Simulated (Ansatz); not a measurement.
System: B₂O₃ (P3₁21, No. 152). Method: LDA in Ansatz (plane waves, PAW).

Numerical settings: plane-wave cutoff 520 eV, 12×12×4 k mesh (along the axes of the cell as run), scalar-relativistic PAW data made under PBE.

Computed at the level's own relaxed cell.

Hill averages of the elastic tensor: K = 57.8 GPa, G = 58.5 GPa. Volume 8.557 Å³/atom, mean atomic mass 13.924 u.

Problem. Work out the density, the sound velocities of a polycrystal and the elastic Debye temperature at this level.

Solution. ρ = 1.66054 × 13.924/8.557 = 2.702 g/cm³. v_l = √[(K + 4G/3)/ρ] = 7.089 km/s and v_t = √(G/ρ) = 4.653 km/s. The mean follows from 3/v_m³ = 1/v_l³ + 2/v_t³: v_m = 5.097 km/s. Θ_D = (ħ/k_B) v_m (6π²/V)^(1/3) = 76.38 K Å s/km × 5.097 × 1.9057 Å⁻¹ = 742 K, counting all atoms of the cell.

Note: the volume lies 5 % below that of the published cell.

Ansatz is a quantum-chemistry and plane-wave program.
